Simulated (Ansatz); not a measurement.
## Σ41 (338) [1-10] symmetric tilt, annealed from start 1, in Ge (diamond structure)

Prepared with Tersoff's 1989 multicomponent potential (SiCGe.tersoff) (LAMMPS): 40 ps at 1300 K, cooling over 40 ps and minimisation with the cell free along the normal, at the potential's lattice parameter; then scaled to the PBE one. Geometry as solved with PBE, support functions at accuracy medium on the grid of 370 eV (Ansatz, a program for electronic structure).

Geometry partly relaxed: the largest remaining force component is 0.320 eV/Å.

```xyz
656
Lattice="36.89 0.00 0.00 0.00 16.29 0.00 0.00 0.00 26.83" Properties=species:S:1:pos:R:3 pbc="T T T"
Ge    35.90    16.02     1.62
Ge     3.04     2.65     0.57
Ge     2.18     1.87     2.84
Ge    10.08     0.83    26.93
Ge     8.88     0.13     2.22
Ge     6.31     0.08     2.10
Ge     5.40    -0.03     4.38
Ge     2.93    -0.14     4.07
Ge     1.75    16.25     6.29
Ge    15.83     2.14     2.08
Ge    13.34     2.14     1.69
Ge    12.14     2.12     3.93
Ge     9.62     2.12     3.57
Ge     8.59     2.09     5.81
Ge     6.10     2.01     5.58
Ge     4.91     2.05     7.73
Ge     2.43     1.99     7.56
Ge     1.24     1.95     9.80
Ge    22.52     0.15     1.54
Ge    20.08     0.80     1.62
Ge    18.92     0.17     3.79
Ge    16.46     0.12     3.42
Ge    15.33     0.12     5.64
Ge    12.85     0.10     5.24
Ge    11.73     0.05     7.48
Ge     9.29     0.02     6.93
Ge     8.13     0.06     9.06
Ge     5.62     0.04     8.95
Ge     4.28    16.25    11.03
Ge     1.79    16.14    11.08
Ge     1.54    15.23    13.53
Ge    29.13     2.14     1.66
Ge    26.71     2.79     1.49
Ge    25.55     2.15     3.62
Ge    23.15     2.11     3.01
Ge    22.04     2.13     5.33
Ge    19.53     2.15     5.19
Ge    18.45     2.14     7.46
Ge    15.98     2.13     7.00
Ge    14.82     2.11     9.24
Ge    12.37     2.10     8.78
Ge    11.27     2.10    11.02
Ge     8.82     1.99    10.46
Ge     7.48     1.32    12.41
Ge     5.06     1.96    12.17
Ge    33.50    15.48     1.11
Ge    32.21    16.00     3.23
Ge    29.73    16.30     2.88
Ge    28.70    16.30     5.17
Ge    26.22     0.04     4.83
Ge    25.15     0.07     7.17
Ge    22.70     0.09     6.66
Ge    21.63     0.09     8.96
Ge    19.11     0.08     8.74
Ge    17.93     0.08    11.02
Ge    15.50     0.03    10.46
Ge    14.24    15.70    12.50
Ge    11.81    -0.01    12.26
Ge    36.61     1.77     2.81
Ge    35.41     1.96     4.94
Ge    32.95     1.77     4.55
Ge    31.82     1.96     6.79
Ge    29.34     2.06     6.45
Ge    28.29     2.06     8.74
Ge    25.78     2.09     8.58
Ge    24.74     2.13    10.98
Ge    22.33     2.15    10.24
Ge    21.02     2.11    12.36
Ge    18.52     2.13    12.39
Ge    36.14    16.23     6.14
Ge    34.99    16.26     8.31
Ge    32.52    16.22     8.01
Ge    31.51     0.03    10.29
Ge    28.99     0.06    10.07
Ge    27.71     0.10    12.29
Ge    25.09     0.11    12.52
Ge    22.22     0.10    13.66
Ge    35.67     2.03     9.50
Ge    34.82     2.06    11.81
Ge    32.26     2.01    11.64
Ge    31.09     1.43    13.79
Ge    28.67     2.12    13.79
Ge     5.47     2.22     1.12
Ge    35.97    16.30    12.67
Ge    12.53     0.16    26.93
Ge    17.06     2.12    26.71
Ge    35.85     3.82     1.73
Ge     2.15     5.06    27.02
Ge     2.57     5.93     2.61
Ge    10.08     3.47    26.93
Ge     8.98     4.15     2.27
Ge     6.46     4.23     2.12
Ge     5.44     4.03     4.37
Ge     2.96     3.93     4.07
Ge     1.74     4.02     6.28
Ge    15.82     6.21     2.13
Ge    13.30     6.22     1.69
Ge    12.21     6.20     3.97
Ge     9.72     6.21     3.51
Ge     8.60     6.16     5.81
Ge     6.11     6.10     5.57
Ge     4.98     6.13     7.75
Ge     2.48     6.05     7.52
Ge     1.35     6.07     9.76
Ge    22.50     4.13     1.61
Ge    20.06     3.43     1.52
Ge    18.95     4.12     3.75
Ge    16.47     4.15     3.41
Ge    15.33     4.14     5.63
Ge    12.84     4.14     5.25
Ge    11.72     4.14     7.51
Ge     9.26     4.11     7.09
Ge     8.09     4.06     9.29
Ge     5.64     4.07     8.93
Ge     4.42     4.04    11.04
Ge     1.98     4.00    11.01
Ge     1.14     4.82    13.27
Ge    29.16     6.07     1.65
Ge    26.72     5.50     1.45
Ge    25.47     6.12     3.55
Ge    23.01     6.23     2.97
Ge    22.06     6.20     5.34
Ge    19.58     6.21     5.04
Ge    18.47     6.20     7.35
Ge    15.99     6.20     6.87
Ge    14.87     6.19     9.08
Ge    12.36     6.17     8.83
Ge    11.04     6.17    11.00
Ge     8.63     6.02    10.69
Ge     7.50     5.44    12.90
Ge     5.15     6.01    12.30
Ge    33.52     3.28     1.05
Ge    32.38     3.79     3.25
Ge    29.96     4.08     2.94
Ge    28.69     4.11     5.15
Ge    26.17     4.15     4.98
Ge    25.14     4.15     7.29
Ge    22.70     4.16     6.68
Ge    21.60     4.18     8.95
Ge    19.09     4.19     8.75
Ge    17.93     4.18    11.03
Ge    15.51     4.21    10.45
Ge    14.26     4.85    12.49
Ge    11.85     4.21    12.27
Ge    36.80     5.88     2.78
Ge    35.47     6.07     4.87
Ge    33.00     5.87     4.54
Ge    31.86     6.00     6.79
Ge    29.38     6.12     6.45
Ge    28.30     6.17     8.74
Ge    25.79     6.21     8.59
Ge    24.75     6.21    10.98
Ge    22.34     6.20    10.25
Ge    21.01     6.24    12.37
Ge    18.51     6.21    12.42
Ge    36.13     4.04     6.10
Ge    35.01     4.08     8.31
Ge    32.52     4.00     8.11
Ge    31.47     4.08    10.43
Ge    28.99     4.11     9.97
Ge    27.95     4.18    12.26
Ge    25.39     4.17    12.39
Ge    22.23     4.18    13.66
Ge    35.73     6.10     9.55
Ge    34.62     6.18    11.77
Ge    32.13     6.19    11.65
Ge    31.08     6.95    13.82
Ge    28.66     6.27    13.81
Ge     5.13     6.20     1.36
Ge    35.64     4.20    12.78
Ge    12.53     4.13    26.92
Ge    17.22     6.23    26.85
Ge    35.93     7.87     1.60
Ge     3.15    10.94     0.67
Ge     2.15    10.04     2.84
Ge    10.08     8.96    26.95
Ge     8.94     8.29     2.28
Ge     6.39     8.22     2.11
Ge     5.45     8.16     4.38
Ge     2.98     8.02     4.01
Ge     1.77     8.07     6.24
Ge    15.82    10.28     2.09
Ge    13.33    10.28     1.70
Ge    12.16    10.26     3.96
Ge     9.65    10.23     3.68
Ge     8.59    10.19     5.93
Ge     6.11    10.19     5.60
Ge     4.93    10.20     7.76
Ge     2.46    10.10     7.53
Ge     1.36    10.09     9.79
Ge    22.52     8.29     1.54
Ge    20.08     8.95     1.62
Ge    18.92     8.31     3.80
Ge    16.45     8.26     3.43
Ge    15.32     8.26     5.65
Ge    12.84     8.24     5.28
Ge    11.72     8.20     7.53
Ge     9.25     8.15     7.21
Ge     8.09     8.17     9.47
Ge     5.67     8.18     8.96
Ge     4.63     8.17    11.16
Ge     2.15     8.08    11.05
Ge     1.24     7.47    13.32
Ge    29.13    10.29     1.66
Ge    26.70    10.93     1.49
Ge    25.55    10.30     3.62
Ge    23.15    10.25     3.01
Ge    22.04    10.28     5.33
Ge    19.53    10.30     5.19
Ge    18.45    10.29     7.46
Ge    15.98    10.28     7.01
Ge    14.82    10.27     9.25
Ge    12.37    10.26     8.80
Ge    11.29    10.27    11.05
Ge     8.81    10.28    10.70
Ge     7.58    10.99    12.76
Ge     5.20    10.33    12.27
Ge    33.51     7.33     1.17
Ge    32.21     7.86     3.28
Ge    29.74     8.15     2.89
Ge    28.70     8.16     5.17
Ge    26.22     8.18     4.83
Ge    25.16     8.22     7.17
Ge    22.70     8.24     6.66
Ge    21.63     8.24     8.96
Ge    19.11     8.23     8.74
Ge    17.93     8.23    11.02
Ge    15.50     8.17    10.46
Ge    14.25     7.53    12.51
Ge    11.83     8.15    12.27
Ge    -0.28     9.93     2.80
Ge    35.40    10.10     4.93
Ge    32.94     9.91     4.59
Ge    31.81    10.10     6.82
Ge    29.34    10.20     6.45
Ge    28.28    10.22     8.74
Ge    25.78    10.24     8.59
Ge    24.74    10.27    10.98
Ge    22.33    10.29    10.24
Ge    21.01    10.26    12.36
Ge    18.51    10.28    12.39
Ge    36.16     8.08     6.12
Ge    35.03     8.11     8.31
Ge    32.55     8.07     8.02
Ge    31.50     8.17    10.28
Ge    28.99     8.20    10.04
Ge    27.74     8.24    12.27
Ge    25.16     8.25    12.49
Ge    22.23     8.25    13.66
Ge    35.76    10.15     9.51
Ge    34.81    10.19    11.78
Ge    32.27    10.15    11.63
Ge    31.10     9.57    13.79
Ge    28.67    10.25    13.78
Ge     5.54    10.34     1.12
Ge    35.75     8.12    12.78
Ge    12.54     8.31    26.92
Ge    17.07    10.27    26.72
Ge    35.91    11.96     1.63
Ge     3.04    13.58     0.62
Ge     2.17    14.08     2.91
Ge    10.10    11.61    26.95
Ge     9.03    12.24     2.31
Ge     6.54    12.33     2.13
Ge     5.42    12.20     4.34
Ge     2.93    12.06     4.12
Ge     1.74    12.14     6.31
Ge    15.84    14.35     2.13
Ge    13.32    14.36     1.68
Ge    12.21    14.35     3.95
Ge     9.72    14.35     3.45
Ge     8.61    14.26     5.71
Ge     6.11    14.23     5.55
Ge     4.97    14.28     7.74
Ge     2.47    14.20     7.51
Ge     1.24    14.19     9.68
Ge    22.50    12.28     1.61
Ge    20.07    11.58     1.52
Ge    18.96    12.27     3.75
Ge    16.48    12.29     3.41
Ge    15.33    12.29     5.64
Ge    12.85    12.30     5.25
Ge    11.73    12.29     7.50
Ge     9.28    12.27     7.08
Ge     8.12    12.22     9.28
Ge     5.66    12.24     8.93
Ge     4.48    12.31    11.07
Ge     2.04    12.19    10.92
Ge     1.18    12.71    13.23
Ge    29.15    14.21     1.65
Ge    26.72    13.64     1.45
Ge    25.47    14.26     3.55
Ge    23.01    14.38     2.97
Ge    22.06    14.34     5.34
Ge    19.58    14.36     5.03
Ge    18.47    14.35     7.34
Ge    16.00    14.35     6.87
Ge    14.87    14.34     9.08
Ge    12.37    14.33     8.82
Ge    10.99    14.34    10.95
Ge     8.60    14.37    10.39
Ge     7.56    15.01    12.53
Ge     5.19    14.34    12.29
Ge    33.52    11.40     1.13
Ge    32.36    11.92     3.30
Ge    29.95    12.22     2.95
Ge    28.68    12.25     5.16
Ge    26.16    12.30     4.99
Ge    25.13    12.30     7.29
Ge    22.69    12.31     6.68
Ge    21.60    12.32     8.96
Ge    19.09    12.34     8.76
Ge    17.92    12.33    11.04
Ge    15.49    12.37    10.46
Ge    14.26    13.02    12.51
Ge    11.83    12.40    12.26
Ge    36.61    14.01     2.83
Ge    35.40    14.21     4.94
Ge    32.95    14.02     4.56
Ge    31.83    14.14     6.81
Ge    29.36    14.26     6.47
Ge    28.30    14.32     8.76
Ge    25.79    14.36     8.60
Ge    24.74    14.36    10.99
Ge    22.33    14.34    10.25
Ge    21.01    14.39    12.37
Ge    18.51    14.36    12.42
Ge    36.12    12.16     6.11
Ge    34.99    12.16     8.30
Ge    32.51    12.13     8.12
Ge    31.49    12.24    10.45
Ge    29.01    12.27     9.99
Ge    27.94    12.32    12.26
Ge    25.39    12.32    12.40
Ge    22.23    12.32    13.66
Ge    35.65    14.20     9.50
Ge    34.72    14.33    11.79
Ge    32.20    14.36    11.67
Ge    31.10    15.11    13.83
Ge    28.67    14.41    13.81
Ge     5.43    14.28     1.10
Ge    35.65    12.29    12.80
Ge    12.55    12.27    26.93
Ge    17.22    14.37    26.83
Ge    36.13     0.40    26.07
Ge     2.86     2.19    24.67
Ge     9.06     0.21    24.69
Ge     6.58     0.17    24.63
Ge     5.43     0.18    22.48
Ge     3.07     0.15    23.22
Ge     1.75     0.23    21.08
Ge    15.53     2.15    24.78
Ge    13.13     2.15    25.29
Ge    12.05     2.18    23.01
Ge     9.57     2.18    23.28
Ge     8.50     2.15    21.03
Ge     6.04     2.23    21.29
Ge     4.80     2.22    19.18
Ge     2.37     2.25    19.73
Ge     1.08     2.24    17.58
Ge    21.91     0.10    25.78
Ge    18.62     0.16    26.43
Ge    18.70     0.12    23.77
Ge    16.19     0.08    23.60
Ge    15.16     0.09    21.37
Ge    12.69     0.14    21.72
Ge    11.57     0.14    19.46
Ge     9.09     0.12    19.70
Ge     7.83     0.09    17.42
Ge     5.35     0.17    17.88
Ge     4.04     0.27    15.75
Ge     1.42     0.18    16.18
Ge    29.13     2.17    25.95
Ge    26.69     1.51    26.12
Ge    25.45     2.16    24.03
Ge    22.97     2.05    24.51
Ge    21.94     2.19    22.16
Ge    19.43     2.15    22.44
Ge    18.42     2.16    20.04
Ge    15.91     2.16    20.23
Ge    14.80     2.16    18.03
Ge    12.28     2.18    18.21
Ge    10.95     2.18    16.05
Ge     8.52     2.32    16.41
Ge     7.37     2.94    14.27
Ge     4.90     2.34    14.61
Ge    33.66     1.06    26.39
Ge    32.42     0.52    24.28
Ge    30.00     0.23    24.69
Ge    28.67     0.21    22.51
Ge    26.13     0.18    22.63
Ge    25.07     0.15    20.33
Ge    22.61     0.13    20.85
Ge    21.59     0.12    18.50
Ge    19.08     0.12    18.70
Ge    17.95     0.12    16.36
Ge    15.47     0.18    16.68
Ge    14.22     0.81    14.61
Ge    11.78     0.19    14.81
Ge     0.24     2.38    24.96
Ge    35.64     2.32    22.90
Ge    33.10     2.57    23.10
Ge    31.85     2.38    20.90
Ge    29.36     2.24    21.22
Ge    28.25     2.22    18.94
Ge    25.75     2.21    19.06
Ge    24.78     2.20    16.64
Ge    22.33     2.16    17.22
Ge    21.10     2.18    15.02
Ge    18.60     2.15    15.01
Ge    36.19     0.26    21.61
Ge    34.98     0.22    19.48
Ge    32.50     0.32    19.67
Ge    31.45     0.23    17.42
Ge    28.96     0.19    17.68
Ge    27.89     0.14    15.37
Ge    25.39     0.13    15.30
Ge    35.59     2.24    18.24
Ge    34.56     2.16    16.02
Ge    32.07     2.18    16.01
Ge     5.50     2.19    25.53
Ge    35.85     0.23    15.14
Ge    36.54     4.45    26.24
Ge     2.75     6.24    24.66
Ge     8.95     4.13    24.74
Ge     6.43     4.33    24.76
Ge     5.41     4.26    22.53
Ge     3.02     4.24    23.19
Ge     1.73     4.28    21.05
Ge    15.58     6.23    24.95
Ge    13.10     6.22    25.35
Ge    12.09     6.24    23.04
Ge     9.64     6.23    23.56
Ge     8.52     6.23    21.31
Ge     6.03     6.30    21.32
Ge     4.77     6.31    19.21
Ge     2.35     6.33    19.76
Ge     1.08     6.28    17.61
Ge    22.79     4.17    25.84
Ge    18.55     4.12    26.42
Ge    18.72     4.18    23.77
Ge    16.22     4.22    23.62
Ge    15.19     4.23    21.37
Ge    12.72     4.21    21.73
Ge    11.58     4.21    19.49
Ge     9.12     4.26    19.91
Ge     7.86     4.29    17.75
Ge     5.32     4.27    17.91
Ge     3.92     4.28    15.80
Ge     1.29     4.28    16.09
Ge    29.17     6.39    25.95
Ge    26.72     6.95    26.14
Ge    25.48     6.33    24.03
Ge    23.00     6.32    24.52
Ge    21.96     6.22    22.17
Ge    19.45     6.23    22.47
Ge    18.43     6.23    20.04
Ge    15.91     6.24    20.09
Ge    14.77     6.24    17.84
Ge    12.29     6.25    18.25
Ge    11.16     6.25    16.03
Ge     8.68     6.33    16.61
Ge     7.20     7.01    14.79
Ge     4.73     6.34    14.71
Ge    33.81     5.24    26.42
Ge    32.33     4.60    24.42
Ge    29.80     4.31    24.74
Ge    28.68     4.28    22.48
Ge    26.18     4.24    22.79
Ge    25.10     4.23    20.44
Ge    22.61     4.20    20.82
Ge    21.59     4.20    18.49
Ge    19.08     4.19    18.70
Ge    17.96     4.18    16.36
Ge    15.48     4.14    16.69
Ge    14.25     3.50    14.62
Ge    11.81     4.14    14.81
Ge    36.89     6.53    24.88
Ge    35.53     6.35    22.79
Ge    33.03     6.55    23.07
Ge    31.80     6.41    20.87
Ge    29.33     6.33    21.21
Ge    28.23     6.29    18.93
Ge    25.73     6.25    19.04
Ge    24.77     6.22    16.63
Ge    22.33     6.23    17.21
Ge    21.09     6.19    15.02
Ge    18.58     6.22    15.03
Ge    36.18     4.30    21.55
Ge    34.91     4.26    19.45
Ge    32.44     4.37    19.55
Ge    31.38     4.28    17.24
Ge    28.92     4.26    17.68
Ge    27.96     4.20    15.35
Ge    25.42     4.20    15.19
Ge    35.59     6.31    18.30
Ge    34.54     6.33    16.10
Ge    32.06     6.38    16.06
Ge     5.18     6.27    25.70
Ge    35.54     4.26    15.20
Ge    36.05     8.58    26.06
Ge     2.79    10.43    24.79
Ge     8.96     8.33    24.77
Ge     6.45     8.21    24.76
Ge     5.38     8.31    22.56
Ge     2.99     8.37    23.27
Ge     1.72     8.38    21.10
Ge    15.54    10.30    24.79
Ge    13.15    10.29    25.30
Ge    12.04    10.31    23.04
Ge     9.56    10.32    23.39
Ge     8.49    10.36    21.17
Ge     6.02    10.34    21.30
Ge     4.79    10.36    19.17
Ge     2.36    10.40    19.75
Ge     1.05    10.34    17.62
Ge    21.90     8.25    25.79
Ge    18.62     8.30    26.44
Ge    18.72     8.27    23.78
Ge    16.21     8.23    23.61
Ge    15.18     8.24    21.38
Ge    12.72     8.28    21.75
Ge    11.59     8.29    19.51
Ge     9.16     8.27    20.07
Ge     7.91     8.26    17.96
Ge     5.33     8.31    17.88
Ge     3.78     8.35    15.79
Ge     1.21     8.29    16.15
Ge    29.12    10.32    25.95
Ge    26.68     9.66    26.12
Ge    25.44    10.31    24.02
Ge    22.96    10.19    24.51
Ge    21.94    10.33    22.16
Ge    19.43    10.30    22.45
Ge    18.43    10.30    20.04
Ge    15.92    10.30    20.24
Ge    14.81    10.30    18.03
Ge    12.28    10.32    18.22
Ge    10.93    10.31    16.07
Ge     8.54    10.27    16.70
Ge     7.24     9.57    14.75
Ge     4.80    10.32    14.70
Ge    33.61     9.20    26.45
Ge    32.41     8.68    24.30
Ge    29.99     8.38    24.68
Ge    28.66     8.36    22.50
Ge    26.12     8.32    22.63
Ge    25.07     8.30    20.33
Ge    22.60     8.28    20.84
Ge    21.59     8.27    18.50
Ge    19.08     8.26    18.69
Ge    17.95     8.27    16.36
Ge    15.47     8.33    16.68
Ge    14.24     8.95    14.61
Ge    11.79     8.35    14.81
Ge    37.02    10.58    24.96
Ge    35.61    10.48    22.87
Ge    33.09    10.71    23.09
Ge    31.84    10.54    20.89
Ge    29.36    10.39    21.22
Ge    28.25    10.38    18.94
Ge    25.74    10.36    19.05
Ge    24.77    10.35    16.63
Ge    22.33    10.31    17.21
Ge    21.09    10.32    15.02
Ge    18.59    10.29    15.01
Ge    36.16     8.41    21.60
Ge    34.93     8.35    19.49
Ge    32.47     8.46    19.68
Ge    31.42     8.37    17.42
Ge    28.93     8.33    17.68
Ge    27.89     8.29    15.37
Ge    25.38     8.28    15.28
Ge    35.57    10.39    18.30
Ge    34.51    10.37    16.11
Ge    32.04    10.33    16.02
Ge     5.54    10.35    25.54
Ge    35.59     8.36    15.20
Ge    36.13    12.64    26.09
Ge     2.89    14.42    24.74
Ge     9.03    12.33    24.75
Ge     6.53    12.41    24.64
Ge     5.41    12.40    22.48
Ge     3.04    12.41    23.24
Ge     1.76    12.44    21.09
Ge    15.56    14.37    24.95
Ge    13.08    14.37    25.34
Ge    12.11    14.38    23.02
Ge     9.66    14.41    23.45
Ge     8.54    14.43    21.15
Ge     6.07    14.43    21.28
Ge     4.79    14.44    19.19
Ge     2.38    14.47    19.77
Ge     1.15    14.43    17.60
Ge    22.79    12.32    25.84
Ge    18.55    12.27    26.41
Ge    18.72    12.33    23.76
Ge    16.21    12.37    23.61
Ge    15.18    12.37    21.38
Ge    12.71    12.34    21.73
Ge    11.58    12.35    19.48
Ge     9.11    12.38    19.87
Ge     7.86    12.42    17.69
Ge     5.32    12.43    17.87
Ge     3.89    12.41    15.75
Ge     1.28    12.35    16.13
Ge    29.17    14.54    25.95
Ge    26.72    15.09    26.14
Ge    25.48    14.47    24.03
Ge    23.01    14.46    24.52
Ge    21.95    14.36    22.17
Ge    19.44    14.38    22.47
Ge    18.42    14.38    20.04
Ge    15.89    14.38    20.08
Ge    14.76    14.37    17.83
Ge    12.29    14.39    18.23
Ge    11.13    14.38    16.02
Ge     8.58    14.26    16.16
Ge     8.73    13.21    13.81
Ge     3.92    14.50    14.35
Ge    33.63    13.29    26.42
Ge    32.27    12.75    24.37
Ge    29.77    12.45    24.73
Ge    28.66    12.43    22.47
Ge    26.17    12.39    22.78
Ge    25.09    12.37    20.44
Ge    22.61    12.35    20.82
Ge    21.59    12.34    18.49
Ge    19.08    12.34    18.70
Ge    17.95    12.32    16.36
Ge    15.47    12.27    16.67
Ge    14.23    11.63    14.62
Ge    11.77    12.27    14.80
Ge     0.19    14.64    24.97
Ge    35.64    14.51    22.89
Ge    33.10    14.70    23.08
Ge    31.85    14.57    20.88
Ge    29.36    14.48    21.22
Ge    28.25    14.45    18.94
Ge    25.75    14.39    19.05
Ge    24.78    14.36    16.64
Ge    22.33    14.38    17.21
Ge    21.09    14.32    15.03
Ge    18.58    14.37    15.03
Ge    36.20    12.49    21.57
Ge    34.95    12.46    19.45
Ge    32.47    12.53    19.55
Ge    31.40    12.45    17.24
Ge    28.94    12.42    17.67
Ge    27.97    12.35    15.35
Ge    25.43    12.35    15.19
Ge    35.63    14.49    18.25
Ge    34.63    14.53    16.01
Ge    32.13    14.54    16.05
Ge     5.48    14.46    25.51
Ge    35.58    12.40    15.23
```
